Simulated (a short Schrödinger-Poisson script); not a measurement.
Stack: symmetric double-gate stack, SiO2 on p-type Si(100), at 300 K.

```
layer  material  thickness (nm)  Na (cm⁻³)
-----  --------  --------------  ---------
1          SiO2             3.8          -
2            Si              10       1e15
3          SiO2             3.8          -
```

The device is made up for the run: typed textbook-type constants, with dimensions and the other settings drawn at random. SiO2: permittivity 3.9, conduction-band edge (eV) 3.15, gap (eV) 9, electron mass (mₑ) 0.5. Si: permittivity 11.7, conduction-band edge (eV) 0, gap (eV) 1.124, Nv at 300 K (cm⁻³) 3.1e19.

Channel valleys (confinement mass, in-plane density-of-states mass, number): Δ2 0.916, 0.19, 2; Δ4 0.19, 0.417, 4. At the gates, both at one voltage, the conduction-band edge of layer 1 lies 3.65 eV − eVg above the Fermi level of the channel. Gaps are held at their typed values at every temperature. Mesh 0.03 nm at interfaces.

Solved with a short Schrödinger-Poisson script written for these runs: 1D Poisson equation in equilibrium, electrons classical, Boltzmann, parabolic valleys, classical holes, full ionisation, no traps, pinning or gate leakage.

The same stack at other levels of the model or other numerical settings:

```
run                                          sheet density of all electrons at Vg = 2.7 V (cm⁻²)  sheet density of all electrons at Vg = 0.9 V (cm⁻²)  capacitance of both gates at Vg = 2.7 V (μF/cm²)  rough cost against the base
-------------------------------------------  ---------------------------------------------------  ---------------------------------------------------  ------------------------------------------------  ---------------------------
base                                                                                     2.41e13                                              4.65e12                                              1.77                      about 1
electrons treated as classical, Fermi-Dirac                                              2.37e13                                              4.62e12                                              1.72                            4
electrons treated as quantum, Hartree                                                        ___                                                  ___                                               ___                           50
mesh six times as coarse                                                                 2.39e13                                              4.62e12                                              1.76                      about 1
```

Question: What belongs in the gaps?

Answer: 
- electrons treated as quantum, Hartree, sheet density of all electrons at Vg = 2.7 V (cm⁻²): 2.23e13
- electrons treated as quantum, Hartree, capacitance of both gates at Vg = 2.7 V (μF/cm²): 1.66
- electrons treated as quantum, Hartree, sheet density of all electrons at Vg = 0.9 V (cm⁻²): 4.20e12

The classical rows ignore confinement, and Boltzmann statistics overrate the density once the band edge passes the Fermi level.
